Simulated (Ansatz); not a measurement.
Take Lu in the hcp (Mg type) structure (space group P6_3/mmc, No. 194; a = 3.504 Å, c = 5.452 Å) as the base.

All numbers come from r2SCAN (Ansatz, a first-principles code, PAW, no spin-orbit coupling), earlier PAW set.

One change was made to it. Results:

```tsv
quantity	base	after
c/a ratio	1.556	1.774
shortest interatomic distance	3.395 Å	2.887 Å
```

What was done to the base?
A) Lu → Ta
B) Lu → Al
C) Lu → Y

A, Lu → Ta. For comparison, the c/a ratio in the other runs: Lu → Al gives 1.653; Lu → Y gives 1.547.

Whether these cells are dynamically stable was not tested. For Ta and Al in this form, whether it has been made was not checked. The final runs are not spin-polarised. This is not the structure that Ta has at room temperature and ambient pressure. This is not the structure that Al has at room temperature and ambient pressure.
